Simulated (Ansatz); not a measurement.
TaC (Fm-3m), PBEsol, DFPT electron-phonon coupling, linearised Boltzmann equation run with Ansatz (a program for electronic structure): Condition of this run: hydrostatic pressure 30 GPa (the target of the relaxation). phonon-limited resistivity 10.3 μΩ·cm at 300 K, 14.7 μΩ·cm at 400 K, current-weighted mean free path 6.6 nm, Drude plasma energy 8.74 eV.

**Question.** What is the classical skin depth at 1 GHz (nonmagnetic, μ₀ = 1.257×10⁻⁶ H/m)?

**Answer.** δ = √(ρ/(π f μ₀)) = 5110 nm.

**Question.** What Drude relaxation time do resistivity and plasma energy imply?

**Answer.** ω_p = 1.33e16 s⁻¹, so τ = 1/(ε₀ ω_p² ρ) = 6.22 fs, a damping ħ/τ of 106 meV.

**Question.** What temperature coefficient of resistance follows, and how does it compare with 1/T?

**Answer.** (ρ₄₀₀ − ρ₃₀₀)/(100 K × ρ₃₀₀) = 4.27×10⁻³ K⁻¹, against 1/T = 3.33×10⁻³ K⁻¹ for a resistivity proportional to T. It lies higher because phonons are still being populated at 300 K; impurities would add a constant and lower it.

A metal at this level (no band gap). Only scattering by harmonic phonons is included (no impurities, grain boundaries, electron-electron scattering or thermal expansion). Spin-orbit coupling is left out, which matters with elements this heavy. The squared frequency of the phonon mode least converged on the k mesh is uncertain by about 24 %. Halving the electron mesh (32x32x32) moves the resistivity by up to 4 % at 300 K, the mean free path by up to 7 %. Smearing 0.20 eV; phonons on a 6x6x6 q mesh, which this run doesn't test.
